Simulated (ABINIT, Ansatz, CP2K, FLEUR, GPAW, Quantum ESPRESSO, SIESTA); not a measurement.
One structure in several programs: Mg3Zn (P-6m2, 4 atoms in the cell)

Self-consistent single point, at a second geometry (lattice scaled by 0.98). First geometry:

```yaml
crystal:
  lattice:
    - [3.10135, 0.00000, 0.00000]
    - [-1.55068, 2.68585, 0.00000]
    - [0.00000, 0.00000, 9.69360]
  atoms:
    - { symbol: Mg, position: [0.00000, 0.00000, 0.00000] }
    - { symbol: Mg, position: [0.66667, 0.33333, 0.73091] }
    - { symbol: Mg, position: [0.66667, 0.33333, 0.26909] }
    - { symbol: Zn, position: [0.00000, 0.00000, 0.50000] }
```

Shared settings, as Ansatz (an electronic-structure program) writes them: kpoints.mp_grid.grid = 8 8 3; scf.occupations.method = gaussian; scf.occupations.width = 0.1 eV. Potentials and cutoffs stand in the table.

| code | model | ΔF from the first geometry (meV/atom) | pressure (GPa) | largest force (eV/Å) | cutoff |
|---|---|---|---|---|---|
| SIESTA | LDA PW92, numerical atomic orbitals DZP, PseudoDojo LDA standard norm-conserving potentials (rewritten from UPF to PSML) | -6.1 | 1.05 | 0.072 | grid 400 Ry |
| Quantum ESPRESSO | LDA (PZ), GBRV 1.5 ultrasoft (LDA) pseudopotentials | -5.3 | 0.46 | 0.034 | 50 Ry |
| Ansatz | LDA (PW92), PAW files made with PBE | -5.5 | 0.66 | 0.036 | 420 eV |
| GPAW | LDA (Perdew-Wang 92), GPAW PAW datasets LDA (gpaw-data 1.0.1) | -5.7 | 0.65 | 0.037 | 850 eV |
| CP2K | LDA (Pade form), GPW, DZVP-MOLOPT-SR-GTH basis, GTH-PADE potentials (GTH_POTENTIALS) | 4.2 | 2.07 | 0.236 | grid 1000 Ry |
| ABINIT | LDA (PW92), PAW (JTH v2.0 LDA PAW) | -4.8 | 0.70 | 0.037 | 60 Ry |
| FLEUR | LDA (Perdew-Zunger), all-electron FLAPW (FLEUR), scalar-relativistic valence | – | – | 0.031 | Kmax 4 1/bohr |

A dash marks a value that a program does not give, or that is left out as unsure.

The spread over the programs that give each value: ΔF from the first geometry within 10.3 meV/atom; pressure within 1.61 GPa; largest force within 0.205 eV/Å.

SIESTA and CP2K use small atom-centred bases, whose incompleteness enters pressures, forces and empty levels differently from a plane-wave cutoff. FLEUR treats all electrons, but the usual bases taken here (sphere radii, linearisation, local orbitals, empty states) were not tested for convergence, so the values are no reference for the others. Ansatz's pressure is given at a fixed set of plane waves, as the other plane-wave codes print theirs. The same LDA comes in different parametrisations, which differ slightly. In the pressure, CP2K (by 1.41) lies more than 1 GPa from the median of the plane-wave programs. In the force vectors, CP2K (by 0.200) lies more than 0.08 eV/Å from the median of the plane-wave programs.

The starting cell comes from a database of computed structures (which also holds hypothetical and non-ambient phases and stackings), without a prior relaxation at this level. For this run, on top of that: lattice scaled by 0.98.

Left out of this page: Elk (not drawn, or without a comparable value).

Keys are those of Ansatz 0.2.
